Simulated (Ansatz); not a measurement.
End structure of a constructed model of the (111) surface of fcc Pt, a pseudomorphic layer of V in the other hollow (bottom of the slab: a bare face, its two planes held):

```xyz
7
Lattice="2.8072 0.0000 0.0000 -1.4036 2.4311 0.0000 0.0000 0.0000 30.0000" Properties=species:S:1:pos:R:3 pbc="T T T"
Pt     0.0000     1.6207     8.0016
Pt     1.4036     0.8104    10.2937
Pt     0.0000     0.0000    12.5747
Pt     0.0000     1.6207    14.8669
Pt     1.4036     0.8104    17.1845
Pt     0.0000     0.0000    19.5823
V      1.4036     0.8104    21.6165
```

Slab: 7 atoms, 14.0 Å thick at the start; k 15x15x1, smearing 0.1 eV, dipole-corrected; 2 atoms held, the rest relaxed; start symmetry kept, larger cells not searched; spin-polarised, ending with about 0.4 μB a cell; orders that need a larger cell were not tried, no spin-orbit, no U. It is one candidate, not shown to be the stable structure of the face.

Question: Predict the work function of the top face from PBE run with Ansatz (a first-principles code).

Answer: 4.62 eV
